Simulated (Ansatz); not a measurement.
# Hypothetical zinc blende BaO, response to strain

Start from BaO in the zinc blende structure (space group F-43m, No. 216; a = 5.8614 Å; a hypothetical phase, not in the database extracts checked). Axes: x, y, z lie along the cube axes.

Strains are applied to the cell and any free atomic positions relax; under biaxial strain the out-of-plane vector relaxes too.

The values are results of PBEsol (Ansatz, a quantum-chemistry and plane-wave program; PAW; 420 eV plane waves; no spin-orbit coupling), not measurements.

| biaxial strain, plane normal [001], relaxed out of plane (%) | out-of-plane strain (%) |
|---|---|
| -2.57 | 4.04 |
| -1.59 | ? |
| -0.89 | 1.46 |
| -0.82 | 1.34 |
| 0 | 0.00 |

### Question
Fit ε⊥ = −νε + γε² (strains in %) to the rows shown and predict the withheld row.

### Answer
Least squares on the printed values gives ν = 1.67 (the biaxial Poisson response) and γ = -0.038 (largest residual 0.00 %); this predicts 2.56 %, and the run gives 2.56 %, in agreement.

No phonon test of stability was made.
